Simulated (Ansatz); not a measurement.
# YN, response to strain

Start from YN in the rock salt structure (space group Fm-3m, No. 225; a = 4.906 Å).

Strains are applied to the cell and any free atomic positions relax.

All numbers come from DFT with PBE, PAW potentials and a 420 eV plane-wave cutoff in Ansatz (a first-principles code), scalar-relativistic without spin-orbit coupling.

Notes on the quantities. energy relative to the base: free energy F; hole mass: degenerate bands, along [100].

```tsv
change	energy relative to the base	band gap	volume per atom	hole mass
base	0 meV/atom	0.21 eV	14.76 Å³	0.17, 1.0, 1.0 mₑ (at Γ)
isotropic strain −3.00 %	+66 meV/atom	zero	13.47 Å³	–
isotropic strain −2.50 %	+45 meV/atom	0.07 eV	13.68 Å³	0.16, 1.0, 1.0 mₑ (at Γ)
isotropic strain −1.00 %	+6.8 meV/atom	0.16 eV	14.32 Å³	0.17, 1.0, 1.0 mₑ (at Γ)
isotropic strain −0.50 %	+1.7 meV/atom	0.19 eV	14.54 Å³	0.17, 1.0, 1.0 mₑ (at Γ)
isotropic strain +0.50 %	+1.7 meV/atom	0.24 eV	14.98 Å³	0.15, 1.0, 1.0 mₑ (at Γ)
isotropic strain +1.00 %	+6.4 meV/atom	0.26 eV	15.21 Å³	0.17, 1.0, 1.0 mₑ (at Γ)
isotropic strain +2.00 %	+25 meV/atom	0.30 eV	15.66 Å³	0.17, 1.0, 1.0 mₑ (at Γ)
isotropic strain +2.50 %	+38 meV/atom	0.32 eV	15.89 Å³	0.16, 1.0, 1.0 mₑ (at Γ)
isotropic strain +3.00 %	+54 meV/atom	0.34 eV	16.13 Å³	0.16, 1.0, 1.0 mₑ (at Γ)
```

Masses are band curvatures over ±0.01 Å⁻¹ around the edge. Stability against distortions was not tested. The final runs are not spin-polarised. Gaps under 0.05 eV, about the width of the smearing, are given as zero. The zero or small gap of YN can change with the level of theory.
